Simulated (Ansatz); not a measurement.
Structures of equal composition on the (100) surface of fcc Cu: a layer of Al in place of the second plane; a layer of Al in place of the third plane. The slabs share one bottom face, and each structure is named by its start. These are constructed structures in small cells; real faces may alloy, dewet or reconstruct in larger ones, and not all known structures of the face are among them. Slabs of about 9 Å with all that they carry, Fermi-Dirac smearing of 0.1 eV. Bottom of the slabs: a bare face, its two planes held. Relaxed from the named starts with such symmetry as they have, on meshes of like density; energies extrapolated to zero smearing; no spin-orbit coupling, no U. Spin-polarised runs, if any, are marked in brackets, and their order is one that fits the cell; the others ran without spin.

These are PBE (plane waves to 420 eV, PAW; Ansatz, a quantum-chemistry and plane-wave program) values and carry that method's errors.

Problem. Rank these by energy per 1x1 cell (lowest first), as PBE gives it.

Solution. a layer of Al in place of the second plane (0.000 eV), a layer of Al in place of the third plane (0.066 eV)
